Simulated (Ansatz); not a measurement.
Levels about the gap of amorphous Si$_{18}$Na$_{12}$O$_{42}$ (72 atoms in a cell of 1080 Å³, 2.23 g/cm³; zone centre alone, so wide bands show as single levels with stretches between that a denser mesh fills), at the geometry that PBE relaxed, where it gives 0.0 GPa on a denser mesh. The participation number counts the atoms over which a state spreads; weights are charges in smoothed Voronoi cells. The levels come from a single point, so bond lengths are those of that geometry. Method of the levels: PBE, scalar-relativistic without spin-orbit coupling (Ansatz, a quantum-chemistry and plane-wave program). Sampling: the zone centre alone; Fermi-Dirac width 0.02 eV; no spin polarisation. At PBE the levels at the filled edge of the gap are localised (band-tail or defect states), and the nearest spread-out levels lie 4.3 eV apart at the zone centre.

A CHGNet melt-quench gave the starting glass, which DFT then relaxed. O atoms were pushed apart under 1.9 Å during the dynamics, to hinder bonds among them. The hot cell started wider than the set density and was brought back towards it in steps. It is the lowest in DFT energy of 2 quenches. It is a model cell: composition and starting density were chosen by hand, and all elements were melted together. No dispersion term was used. Its density started from a set value of 2.35 and ended at 2.23 g/cm³. Cooling (nominally 260 K/ps over its main leg) ran many orders faster than in experiment, which tends to leave more defects and strain. A cell of this size samples the disorder only roughly. Volume and shape were free in the relaxation.

| E - E(highest filled), eV | filling | participation number | largest on | weight O | weight Na | weight Si |
|---|---|---|---|---|---|---|
| -0.46 | filled | 7.6 | O, 4 neighbours | 0.93 | 0.03 | 0.03 |
| -0.37 | filled | 5.9 | O, 3 neighbours | 0.92 | 0.04 | 0.04 |
| -0.35 | filled | 3.1 | O, 3 neighbours | 0.93 | 0.03 | 0.04 |
| -0.25 | filled | 6.3 | O, 3 neighbours | 0.92 | 0.04 | 0.04 |
| -0.15 | filled | 6.2 | O, 3 neighbours | 0.93 | 0.03 | 0.04 |
| -0.07 | filled | 4.7 | O, 4 neighbours | 0.93 | 0.04 | 0.03 |
| 0.00 | filled | 3.4 | O, 3 neighbours | 0.94 | 0.02 | 0.04 |
| 3.63 | empty | 58.4 | Na, 5 neighbours | 0.57 | 0.28 | 0.15 |
| 5.15 | empty | 21.9 | Na, 5 neighbours | 0.51 | 0.42 | 0.07 |
| 5.46 | empty | 35.7 | Na, 5 neighbours | 0.59 | 0.25 | 0.16 |
| 5.56 | empty | 38.6 | O, 2 neighbours | 0.56 | 0.29 | 0.15 |
| 5.73 | empty | 43.1 | Na, 5 neighbours | 0.60 | 0.26 | 0.14 |
| 5.82 | empty | 43.0 | O, 2 neighbours | 0.61 | 0.26 | 0.13 |
| 5.88 | empty | 50.3 | O, 3 neighbours | 0.65 | 0.19 | 0.16 |

Most localised among these is the filled level at -0.35 eV, on a O atom, which has 3 neighbours (Si 1.58 Å, Na 2.25 Å, Na 2.41 Å).
